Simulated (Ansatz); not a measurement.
The parent structure is AlCo in the CsCl type structure (space group Pm-3m, No. 221; weakly magnetic (sensitive to the mesh)).

```yaml
crystal:
  lattice:
    - [2.82389, 0.00000, 0.00000]
    - [0.00000, 2.82389, 0.00000]
    - [0.00000, 0.00000, 2.82389]
  atoms:
    - { symbol: Al, position: [0.00000, 0.00000, 0.00000] }
    - { symbol: Co, position: [0.50000, 0.50000, 0.50000] }
```

Calculations: Kohn–Sham DFT with the r2SCAN functional, run in Ansatz (an electronic-structure program) with PAW and 500 eV plane waves, spin-orbit coupling left out.

Before the change:

Pressure: 0.0 GPa
Band gap: zero

Perturbation: an isotropic linear strain of −0.98 %; the atoms relax in the strained cell.

### Question
How does this affect the energy relative to the base, pressure and band gap?

### Answer
The energy grows by 6.1 meV/atom; the pressure goes from zero to 6.1 GPa; the band gap is still zero.

Other magnetic orders, which the real material may have, were not ruled out. Whether these cells are dynamically stable was not tested. Seeded moments were not kept for isotropic strain −0.98 % and the base.
